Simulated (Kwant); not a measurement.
System: six-terminal Hall bar in a CdTe two-dimensional gas. Effective mass 0.096 mₑ, grid spacing 12 nm, hard walls, nominal width 300 nm (25 grid rows, so walls 312 nm apart), one parabolic valley, scattering region 780 nm long along x; energies count from the band bottom; Fermi energy swept from 0.000222 to 0.001776 eV. Four side probes 60 nm wide, two on each edge; current runs along x; the sign of the Hall resistance is a convention. Perpendicular field 0.33 T, also in the leads; orbital effect alone.

Constants are typed, rounded textbook-type inputs, not results; the design itself was drawn at random and stands for no fabricated device.

Kwant, effective-mass tight-binding model on a square grid, one spin, coherent transport at 0 K. Resistances are in h/e².

How many Landau levels lie under the Fermi energy, and what Hall resistance follows, at 0.828 meV and 0.330 T; 1.09 meV and 0.330 T; 1.49 meV and 0.330 T; 1.62 meV and 0.330 T?

ħωc = ħeB/m = 1.21 meV a tesla; levels lie at (n + ½)ħωc. E/ħωc = 2.08 gives 2 levels and h/(2e²) = 0.500; simulated 0.500. E/ħωc = 2.74 gives 3 levels and h/(3e²) = 0.333; simulated 0.333. E/ħωc = 3.73 gives 4 levels and h/(4e²) = 0.250; simulated 0.250. E/ħωc = 4.07 gives 4 levels and h/(4e²) = 0.250; simulated 0.250.
